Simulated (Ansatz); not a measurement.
The parent structure is CdTe in the zinc blende structure (space group F-43m, No. 216; a = 6.5576 Å). Axes: x, y, z lie along the cube axes.

Level of theory: r2SCAN, PAW, 500 eV (Ansatz, a program for electronic structure; scalar-relativistic without spin-orbit coupling).

Base values:

- Valley order: Γ 1.17 eV; L along ⟨111⟩ 2.20 eV
- Valence-band top at Γ: 0.00, 0.00, 0.00 eV

Now apply this change: a pure shear with ε_yz = ε_zy = -0.0166; the atoms relax in the strained cell.

Task: Predict the new energy relative to the base, valley order and valence-band top at Γ.

Result: The energy rises by 2.4 meV/atom; the valley order (the lowest conduction-band minima on the path, energy above the VBM, named in the base's zone) goes from Γ 1.17 eV; L along ⟨111⟩ 2.20 eV to Γ 1.07 eV; L along [111] 2.00 eV; L along [1-11] 2.23 eV; the valence-band top at Γ (three highest levels, from the VBM) becomes 0.00, -0.10, -0.17 eV (base: 0.00, 0.00, 0.00 eV).

With Te present, leaving out spin-orbit coupling can change the band edges. The levels and masses belong to the bands next to the band gap. Stability against distortions was not tested.
